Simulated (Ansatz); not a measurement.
Consider the following.

```
CELL_PARAMETERS angstrom
      0.01140     3.00023     3.00023
      3.00023     0.01140     3.00023
      3.01164     3.01164     0.00000
ATOMIC_POSITIONS crystal
  Cd 0.00000 0.00000 0.00000
  Te 0.50000 0.50000 0.50000
```

No spin polarisation.

Method: plane-wave PAW DFT at the PBEsol level (Ansatz, a first-principles code, 420 eV), no spin-orbit coupling. Settings: 17×17×17 k-points, 0.1 eV Fermi–Dirac smearing.

Q: Predict the band gap.

A: Zero.

Q: Predict the stress (xx, yy, zz, yz, xz, xy; compression positive).

A: (0.0, 0.0, 0.0, 0.0, 0.0, -0.1) GPa.

Q: What space group does the calculation give?

A: Immm (No. 71).

The cells carry an imposed strain or load. Whether these cells are dynamically stable was not tested. All final runs are without spin polarisation. The cell was made from CdTe in the rock salt structure (space group Fm-3m, No. 225) by this change: tensor shear ε_xy = +0.38 %. This is not the structure that CdTe has at room temperature and ambient pressure.
